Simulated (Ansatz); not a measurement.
**hypothetical Pm-3n SrB3C3 with two functionals, pressure 1.5 GPa**

Take SrB3C3 (space group Pm-3n, No. 223; a = 4.879 Å; a hypothetical phase, not in the database extracts checked) as the base.

(Cell as relaxed with PBE.)

Levels (all Ansatz, an electronic-structure program, PAW): PBE (420 eV, no spin-orbit coupling); PBEsol (420 eV, spin-orbit coupling left out).

Each level relaxes its own structure.

```tsv
base	PBE	PBEsol
volume per atom	8.30 Å³	8.11 Å³
lattice parameter a	4.879 Å	4.843 Å
band gap	zero	zero
```

Modification: cell and atoms relaxed at a pressure of 1.5 GPa.

```json
[
 {"quantity": "volume per atom", "PBE": "8.24 Å³", "PBEsol": "(withheld)"},
 {"quantity": "band gap", "PBE": "zero", "PBEsol": "(withheld)"}
]
```

Question: Given the PBE results, estimate those of PBEsol.

Answer: 
- volume per atom, PBEsol: 8.06 Å³
- band gap, PBEsol: zero

PBE's volume per atom lies 0.18 Å³ above PBEsol's (2.2 %); the two agree on the band gap. Neither level is exact; PBEsol is the comparison here, not a measurement.

Load acts through the strain it causes; cell and atoms are relaxed under it. Whether these cells are dynamically stable was not tested. The final runs are not spin-polarised.
